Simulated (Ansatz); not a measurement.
Surface: Si(111) 1x1 surface, 6 top atoms, 3 bilayers, bottom bilayer H-capped and fixed, every top atom capped by Br; cell 11.5 x 6.6 Å; about 7 Å thick over the host's atoms, 18 atoms held. The numbers are results of PBE-D3(BJ) (plane waves to 420 eV, PAW; Ansatz, an electronic-structure program), not measurements. k mesh 1 x 2 x 1. Some slab states were started with spin and the others were run without it. No spin-orbit coupling. A thicker slab, a larger cell or a denser mesh can move such energies by a tenth of an eV or more. Energies are static: no zero-point or thermal part. Each state was relaxed from one prepared geometry.

One Cl a cell is brought to Si(111):Br. Relaxed result near the molecule:

```csv
atom,x (Å),y (Å),z (Å)
Br(31),5.920,3.429,11.769
Cl(d0),4.630,2.790,14.068
```

Problem. What is the adsorption energy against the free Cl and the slab before, and how much of it is dispersion?

Solution. -0.68 eV (negative: bound); the D3 term gives -0.14 eV of it, the free Cl being spin-polarised. Its closest contacts to the rest of the cell: Cl(d0)...Br(31) 2.71 Å, Cl(d0)...Br(15) 3.55 Å, Cl(d0)...Br(30) 3.64 Å.
